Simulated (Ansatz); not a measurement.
Consider Ti in the hcp (Mg type) structure (space group P6_3/mmc, No. 194; a = 2.9364 Å, c = 4.6402 Å; relaxed with 0.1 eV smearing). Axes: x lies along a and z along c of the hexagonal cell.

Method: r2SCAN (Ansatz, an electronic-structure program; PAW; 500 eV plane waves; no SOC).

Perturbation: compressive biaxial strain of 0.50 % in the plane normal to [001], as in epitaxy on a mismatched substrate; the out-of-plane cell vector and the atoms relax.

Problem. Predict the new out-of-plane strain and in-plane stress.

Solution. The out-of-plane strain amounts to +0.39 %; the mean in-plane stress (compression positive) is +1.1 GPa.

Stability against distortions was not tested. The final runs are not spin-polarised.
